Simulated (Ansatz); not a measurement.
**A computed series for ZrSi2: response to strain**

The parent structure is ZrSi2 (space group Cmcm, No. 63; a = 3.705 Å, b = 14.795 Å, c = 3.679 Å). Axes: x, y, z lie along a, b, c of the conventional cell.

Strains are applied to the cell and any free atomic positions relax.

Method: PBE in Ansatz (plane waves to 420 eV, PAW, no spin-orbit coupling), earlier PAW set.

Notes on the quantities. energy relative to the base: free energy F; pressure: mean of the normal stresses, compression positive.

| change | energy relative to the base | pressure | shortest interatomic distance |
|---|---|---|---|
| base | 0 meV/atom | 0.0 GPa | 2.420 Å |
| isotropic strain −1.16 % | +8.4 meV/atom | ___ | 2.401 Å |
| isotropic strain +4.15 % | ___ | -12.0 GPa | 2.485 Å |
| uniaxial strain ε_yy = +1.59 % | ___ | ___ | 2.420 Å |

**Question.** What belongs in the blanks?

**Answer.** 
- isotropic strain −1.16 %, pressure: 4.8 GPa
- isotropic strain +4.15 %, energy relative to the base: +91 meV/atom
- uniaxial strain ε_yy = +1.59 %, energy relative to the base: +2.4 meV/atom
- uniaxial strain ε_yy = +1.59 %, pressure: -1.7 GPa

Without a gap, meshes like the base's 13×13×13 leave anisotropic stresses uncertain by several tenths of a GPa, and small strain energies with them. Whether these cells are dynamically stable was not tested. The final runs are not spin-polarised.

Ansatz is a first-principles code.
